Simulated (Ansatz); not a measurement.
Take SrTiO$_{3}$ in the cubic perovskite structure (space group Pm-3m, No. 221; a = 3.8911 Å) as the base. Axes: x, y, z lie along the cube axes.

The values are results of PBEsol (Ansatz, a program for electronic structure, PAW, without spin-orbit coupling), not measurements.

For the base:

* **Smallest direct gap**: 2.19 eV

It is then changed as follows: the cell is stretched by 3.00 % along z with no lateral relaxation, atoms relaxed at fixed cell.

### Question
What does the calculation give for the stress after the change?

### Answer
The stress (xx, yy, zz, yz, xz, xy; compression positive) is (-2.90, -2.90, -8.98, 0.00, 0.00, 0.00) GPa.

### Question
Predict the new energy relative to the base.

### Answer
The energy goes up by 10 meV/atom.

### Question
Predict the new smallest direct gap.

### Answer
The smallest direct gap shrinks by 0.057 eV, from 2.19 eV to 2.14 eV.

The cells carry an imposed strain or load. No phonon test of stability was made. All final runs are without spin polarisation. Many cubic perovskites are stable only at high temperature; tilts and polar distortions were not tested.
